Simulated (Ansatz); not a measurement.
The parent structure is LiF in the rock salt structure (space group Fm-3m, No. 225).

```xyz
2
Lattice="0.0000 2.0039 2.0039 2.0039 0.0000 2.0039 2.0039 2.0039 0.0000" Properties=species:S:1:pos:R:3 pbc="T T T"
Li     0.0000     0.0000     0.0000
F      2.0039     2.0039     2.0039
```

Cartesian axes are those of the cell as printed.

Level of theory: PBEsol in Ansatz (plane waves to 420 eV, PAW, no SOC).

Before the change:

The pressure comes out as -0.01 GPa.

The change: biaxial strain −1.00 %, plane normal [001], relaxed out of plane (Cartesian); in-plane vectors clamped, the third vector and the atoms free.

Q: What happens to the pressure?

A: The pressure (mean of the normal stresses, compression positive) grows by 0.99 GPa to 0.98 GPa.

Q: What happens to the energy relative to the base?

A: The energy rises by 0.7 meV/atom.

Q: Estimate the effect on the out-of-plane strain.

A: The out-of-plane strain amounts to +0.74 %.

Whether these cells are dynamically stable was not tested.

Ansatz is a quantum-chemistry and plane-wave program.
